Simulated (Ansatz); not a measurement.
Band structure of HgSe (F-43m, 2 atoms in the cell).

```yaml
crystal:
  lattice:
    - [0.00000, 2.99106, 2.99106]
    - [2.99106, 0.00000, 2.99106]
    - [2.99106, 2.99106, 0.00000]
  atoms:
    - { symbol: Hg, position: [0.00000, 0.00000, 0.00000] }
    - { symbol: Se, position: [0.25000, 0.25000, 0.25000] }
```

Method: PBE (plane waves, PAW; Ansatz, a quantum-chemistry and plane-wave program).

Settings: kpoints.mp_grid.grid = 8 8 8; hamiltonian.xc = pbe; hamiltonian.pseudopotentials = {kind: paw} (the program's default PAW files); scf.occupations.method = fermi_dirac; scf.occupations.width = 0.02 eV; kpoints.band_path.npoints = 8.

The starting cell has typed, rounded lattice constants, without a prior relaxation at this level. Its lattice was rescaled by a random factor within 2.5 % of one. Spin-orbit coupling is off. The run gives no clean gap (levels at the Fermi energy touch, overlap or are partly filled at this smearing), which alone does not show that the compound is a metal.

Levels in eV from the Fermi level, bands 15 to 21:
| point | 15 | 16 | 17 | 18 | 19 | 20 | 21 |
|---|---|---|---|---|---|---|---|
| Γ | -6.67 | -0.89 | -0.01 | -0.01 | -0.01 | 5.42 | 5.42 |
| X | -6.25 | -5.35 | -2.54 | -2.54 | 2.81 | 2.87 | 8.56 |
| W | -5.96 | -5.60 | -3.04 | -2.63 | 3.76 | 5.08 | 6.12 |
| K | -6.07 | -5.55 | -3.16 | -2.08 | 2.95 | 4.47 | 7.99 |
| L | -6.30 | -5.89 | -1.09 | -1.09 | 1.11 | 6.22 | 6.22 |
| U | -6.07 | -5.55 | -3.16 | -2.08 | 2.95 | 4.47 | 7.99 |

No band crosses the Fermi level by more than 0.03 eV along this path.

Keys are those of Ansatz 0.2.
